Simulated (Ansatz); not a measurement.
We consider cubic perovskite CsPbBr3 (cubic high-temperature phase), described by HSE06 (plane waves, PAW; Ansatz, a quantum-chemistry and plane-wave program).

Settings: plane-wave cutoff 500 eV, 4×4×4 k mesh, gaussian smearing 0.02 eV, scalar-relativistic PAW data made under PBE.

The cell is the one relaxed with r²SCAN: a = 5.9368 Å, b = 5.9368 Å, c = 5.9368 Å, α = 90.00°, β = 90.00°, γ = 90.00°.

**Question.** Predict the band gap.

**Answer.** 
- band gap: 2.26 eV (on the SCF k mesh)

Note: held by symmetry at 0 K, a high-temperature phase can be a saddle point; cell and atoms aren't relaxed at this level (pressure 0.4 GPa).

Spin–orbit coupling is not included; with these elements it can move the gap by several tenths of an eV or more.

The computed numbers hold no vibrational or temperature effects.
